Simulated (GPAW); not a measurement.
Input and output of a self-consistent single point for FeCo (Pm-3m, 2 atoms in the cell) (GPAW).

Computed with PBEsol, GPAW PAW datasets PBEsol (made by gpaw-setup) (plane waves; GPAW).

```
CELL_PARAMETERS angstrom
      2.83903     0.00000     0.00000
      0.00000     2.83903     0.00000
      0.00000     0.00000     2.83903
ATOMIC_POSITIONS crystal
  Fe 0.00000 0.00000 0.00000
  Co 0.50000 0.50000 0.50000
```
Moments meant for the start (each program seeds them in its own way; μB, in the order of the atoms Fe Co): 4.0 3.0.

Reference input (self-consistent single point, DFT PBE, plane waves, GPAW PAW datasets PBE (gpaw-data 1.0.1)): spinpol = true; mode = pw; ecut = 850 eV; xc = PBE; kpts = 15 15 15; mesh shift (steps) = 0 0 0; occupations.name = methfessel-paxton; occupations.width = 0.2 eV; occupations.order = 0; nbands = -10; symmetry.symmorphic = false; symmetry.tolerance = 0.0005. This run's input differs from it in these lines:

```diff
@@ -16,3 +16,3 @@
             mode={'name': 'pw', 'ecut': 850},
-            xc='PBE',
+            xc='PBEsol',
             kpts=(15, 15, 15),
```

Its files differ too (potentials: GPAW PAW datasets PBEsol (made by gpaw-setup)).

Output, abridged:

```
     iter     time        total  log10-change:  magmom
                         energy   eigst   dens
iter:   1 --:--:--   -18.272171                   +7.0109
iter:   2 --:--:--   -18.666709   -1.36  -1.47    +5.5358
iter:   3 --:--:--   -18.724379   -2.20  -1.52    +4.6441
iter:   4 --:--:--   -18.823213   -2.40  -1.73    +4.5839
iter:   5 --:--:--   -18.769112   -3.10  -1.72    +4.5635
iter:   6 --:--:--   -19.100349   -2.27  -1.83    +4.5326
iter:   7 --:--:--   -18.743963   -2.61  -1.59    +4.5276
iter:   8 --:--:--   -18.743725   -3.77  -2.70    +4.5230
iter:   9 --:--:--   -18.746369c  -4.44  -2.83    +4.5118
   [... lines left out ...]
iter:  28 --:--:--   -18.744190c  -6.88  -3.10    +4.5044
iter:  29 --:--:--   -18.743988c  -5.25  -3.30    +4.5124
iter:  30 --:--:--   -18.744227c  -5.27  -3.15    +4.5036
iter:  31 --:--:--   -18.744248c  -6.70  -3.15    +4.5031
iter:  32 --:--:--   -18.744127c  -6.71  -3.09    +4.5029
iter:  33 --:--:--   -18.744178c  -7.49c -3.20    +4.5031
iter:  34 --:--:--   -18.744225c  -7.48c -3.15    +4.5033
iter:  35 --:--:--   -18.744221c  -9.36c -3.12    +4.5033
iter:  36 --:--:--   -18.744016c  -5.92  -3.12    +4.5033
iter:  37 --:--:--   -18.744003c  -6.54  -3.81    +4.5033
iter:  38 --:--:--   -18.744005c  -7.43c -4.13c   +4.5032
Converged after 38 iterations.

Dipole moment: (0.000000, 0.000000, 0.000000) |e|*Ang

Total magnetic moment: (0.000000, 0.000000, 4.503234)
Local magnetic moments:
   0 Fe ( 0.000000,  0.000000,  2.741797)
   1 Co ( 0.000000,  0.000000,  1.821542)

Energy contributions relative to reference atoms: (reference = -72456.010092)

Kinetic:        +15.083532
Potential:      -12.264313
External:        +0.000000
XC:             -21.562041
Entropy (-ST):   -0.028960
Local:           +0.013297
SIC:             +0.000000
--------------------------
Free energy:    -18.758485
Extrapolated:   -18.744005

Spin contamination: 0.113824 electrons
Showing only first 2 kpts
                      Up                     Down
 Kpt  Band  Eigenvalues  Occupancy  Eigenvalues  Occupancy
  0     6      8.36083    1.00000     11.07704    0.00000
   [... lines left out ...]

Fermi level: 10.30281

No gap
No difference between direct/indirect transitions
Energy (eV): -18.744005

Forces in eV/Ang:
  0 Fe   -0.00000   -0.00000    0.00000
  1 Co   -0.00000   -0.00000    0.00000

Stress tensor:
     0.040498     0.000000     0.000000
     0.000000     0.040498     0.000000
     0.000000     0.000000     0.040498
Stress (GPa, Voigt): [6.4885 6.4885 6.4885 0.     0.     0.    ]
```

The run converged in 38 iterations. GPAW prints stress with tension positive. Against the reference run the pressure goes from 2.48 to -6.49 GPa and the size of the net moment stays at 2.25 μB/atom.

The starting cell comes from a database of computed structures (which also holds hypothetical and non-ambient phases and stackings), without a prior relaxation at this level. The magnetic order is the one reached from the typed start; others were not searched systematically. With a pressure of about -6 GPa the cell is away from its equilibrium volume at this level.

Cost on one core of a shared machine: roughly 3 min.
